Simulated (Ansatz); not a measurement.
## Effect of biaxial strain −0.55 %, plane normal [110], relaxed out of plane on RbMnF3

Consider RbMnF3 in the cubic perovskite structure (space group Pm-3m, No. 221; a = 4.223 Å; ferromagnetic). Axes: x, y, z lie along the cube axes.

Modification: compressive biaxial strain of 0.55 % in the plane normal to [110], as in epitaxy on a mismatched substrate; the out-of-plane cell vector and the atoms relax.

Computed with PBEsol (Ansatz, a program for electronic structure), no spin-orbit coupling. k-mesh 8×8×8 (Γ-centred); smearing 0.05 eV (Fermi–Dirac).

| quantity | base | changed | shift |
|---|---|---|---|
| volume per atom | 15.06 Å³ | 14.97 Å³ | -0.09 Å³ |
| space group | Pm-3m (No. 221) | Cmmm (No. 65) | – |
| shortest interatomic distance | 2.111 Å | 2.100 Å | -0.0116 Å |
| energy relative to the base (free energy F) | 0 meV/atom | +0.3 meV/atom | +0.3 meV/atom |
| pressure (mean of the normal stresses, compression positive) | 0.00 GPa | 0.42 GPa | +0.42 GPa |
| band gap | 1.37 eV | 1.34 eV | -0.03 eV |
| gap character | – | indirect, T → Γ | – |
| electron mass | 0.46 mₑ (at Γ) | 0.46 mₑ (at Γ) | – |
| magnetic state | ferromagnetic | ferromagnetic | – |
| largest site moment | 4.16 μB | 4.15 μB | -0.01 μB |
| out-of-plane strain | – | +0.51 % | – |
| mean in-plane stress (compression positive) | – | +0.6 GPa | – |

Effective masses come from finite differences of ±0.01 Å⁻¹. Stability against distortions was not tested. No Hubbard U is applied and the magnetic state is the run's own (RbMnF3 ferromagnetic); small cells can't hold the antiferromagnetic order that many such compounds have, so gaps and moments can be off. Many cubic perovskites are stable only at high temperature; tilts and polar distortions were not tested. k-point labels follow each cell's own Brillouin zone.
